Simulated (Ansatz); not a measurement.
# Ta under a change: pressure 7.5 GPa

Take Ta in the bcc (W type) structure (space group Im-3m, No. 229; a = 3.3196 Å) as the base.

Modification: a hydrostatic pressure of 7.5 GPa.

Method: Ansatz (an electronic-structure program), PBE, PAW, cutoff 420 eV, spin-orbit coupling left out. k-mesh 20×20×20 (Γ-centred); smearing 0.05 eV (Fermi–Dirac).

```tsv
quantity	base	changed	shift
volume per atom	18.29 Å³	17.65 Å³	-0.64 Å³
lattice parameter a	3.320 Å	3.280 Å	-0.0392 Å
enthalpy H = E + PV relative to the base's energy	–	+0.84 eV/atom	–
band gap	zero	zero	–
```

Load acts through the strain it causes; cell and atoms are relaxed under it. No phonon test of stability was made. No other phases were tried under pressure. The final runs are not spin-polarised.
